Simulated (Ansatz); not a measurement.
Pressure series in ZnF2

The parent structure is ZnF2 in the rutile structure (space group P4_2/mnm, No. 136; a = 4.8011 Å, c = 3.1749 Å).

Cell and atoms are relaxed at each pressure.

Computed with PBE (Ansatz, a quantum-chemistry and plane-wave program, PAW, no SOC).

Two rows of this table had their results exchanged by mistake.

```
pressure           volume per atom (Å³)  shortest distance (Å)  band gap
-----------------  --------------------  ---------------------  --------
pressure −2 GPa                   12.48                  2.076   3.49 eV
pressure −1 GPa                   12.33                  2.073   3.51 eV
pressure 0.9 GPa                  12.09                  2.056   3.53 eV
pressure 2.1 GPa                  10.41                  1.923   3.70 eV
pressure 4.5 GPa                  11.69                  2.021   3.54 eV
pressure 9 GPa                    11.29                  1.989   3.58 eV
pressure 15 GPa                   10.85                  1.956   3.63 eV
pressure 22.5 GPa                 11.94                  2.043   3.53 eV
pressure 30 GPa                   10.04                  1.896   3.76 eV
```

Task: Which two?

Result: The rows for pressure 2.1 GPa and pressure 22.5 GPa: the volume has to fall steadily with pressure, so 11.94 Å³ belongs to pressure 2.1 GPa and 10.41 Å³ to pressure 22.5 GPa.

Load acts through the strain it causes; cell and atoms are relaxed under it. No phonon test of stability was made. Competing high-pressure phases were not computed.
